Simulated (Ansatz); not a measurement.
An Ansatz (a first-principles code) run: Ag with a change (isotropic strain −0.55 %); Ansatz r2SCAN, spin-orbit coupling left out, earlier PAW set.

Input:

Ansatz 0.2 input:
```yaml
crystal:
  lattice:
    - [0, 2.0410196245, 2.0410196245]
    - [2.0410196245, 0, 2.0410196245]
    - [2.0410196245, 2.0410196245, 0]
  atoms:
    - { symbol: Ag, position: [0, 0, 0] }
basis: { ecutwfc: 500, ecutrho_ratio: 4, xc_grid: 4, fft_grid_basis: typed }
kpoints: { mp_grid: { grid: [28, 28, 28] } }
hamiltonian:
  xc: r2scan
  dispersion: none
  pseudopotentials: { azcp: { folder: ./paw }, kind: paw }
scf: { occupations: { method: fermi_dirac, width: 0.1 }, convergence: { dr2_threshold: 0.0000000001 } }
relax: { f_tol: 0.005, max_steps: 50 }
output: { forces: true, stress: true }
checkpoint: { write: state.ck, write_every: 1000 }
```

Output (explanatory and most iteration lines left out):

```
Relaxation: its limit of steps is 50 (relax.max_steps)
Pseudopotential: Ag, paw, valence charge 19
Crystal: 1 atoms, lattice volume = 17.005 Å³
Basis set: ecut = 500 eV, 411 PW (Γ), exchange–correlation on 96×96×96 points (64 copies of the dense FFT grid, shifted against one another)
Bands: 14, of which v1, the nominal top of the filled ones, is band 10 counted from 1 (9 counted from 0)
Symmetry: 48 space group operations
Space group: Fm-3m (ITA 225), of the structure as read, at distance tolerance 2.6e-5 Å
k-points: 624 of 21952
Functional: x = r2scan, c = r2scan; τ floored in thin density (d = 2e-4 eV/Å³)
SCF iter   1: F=—  HF=-7604.145533 eV  |F-HF|=—  |Δ(HF+E_count)|=         —  Δρ=5.71e-2  dr2=5.76e-1  dr2_τ=1.16e-2  ethr=2.97e-3  ⟨swp⟩=1.0  Hψ=58234  notcnv=0
SCF iter   2: F=—  HF=-7603.999740 eV  |F-HF|=—  |Δ(HF+E_count)|=   1.46e-1  Δρ=1.94e-2  dr2=7.07e-2  dr2_τ=5.93e-3  ethr=2.97e-3  ⟨swp⟩=2.9  Hψ=14764  notcnv=0
SCF 1 converged in 8 iterations: F = -7604.008515 eV  dr2 = 2.29e-12
relax step   1: F+E_penalty+E_count = -7604.00851520 eV  Δ(F+E_penalty+E_count) = +0.000e0 eV  max|allowed force component| = 0.000e0 eV/Å  Δτ_max = 0.0000 Å  (8 SCF iters, accepted)
Crystal: 1 atoms, lattice volume = 17.005 Å³
SCF iter   1: F=—  HF=-7604.008515 eV  |F-HF|=—  |Δ(HF+E_count)|=         —  Δρ=1.31e-7  dr2=2.29e-12  dr2_τ=5.53e-13  ethr=1.00e-12  ⟨swp⟩=2.3  Hψ=52258  notcnv=0
SCF iter   2: F=-7604.008515 eV  HF=-7604.008515 eV  |F-HF|=1.82e-12  |Δ(HF+E_count)|=  1.82e-12  Δρ=7.18e-8  dr2=6.02e-13  dr2_τ=2.53e-14  ethr=1.00e-12  ⟨swp⟩=3.0  Hψ=20788  notcnv=0
SCF 2 converged in 2 iterations: F = -7604.008515 eV  dr2 = 6.02e-13
SCF converged after 2 iterations
Free energy (F): -7604.008515 eV
Internal energy: -7604.000487 eV  (E = F + TS)
E sigma→0 (E₀):  -7604.004501 eV
Entropy (-TS):   -0.008028 eV (-8.028 meV/atom)
Fermi energy:    17.359071 eV
--- Forces (eV/Å), atoms counted from 1 ---
  atom   1  Ag     0.00000000    -0.00000000    -0.00000000
--- Stress (GPa, compression-positive) ---
        1.786852      -0.000000       0.000000
       -0.000000       1.786852       0.000000
       -0.000000      -0.000000       1.786852
  P = ⅓ Tr σ = 1.7869 GPa (17.869 kbar)
--- Relaxed structure (1 steps of the walk, 1 accepted, 0 SCFs on fresh bases) ---
  atoms:
    - { symbol: Ag, position: [0.0, 0.0, 0.0] }
```

Stability against distortions was not tested. The cell was made from Ag in the fcc (Cu type) structure (space group Fm-3m, No. 225) by this change: isotropic strain −0.55 %.
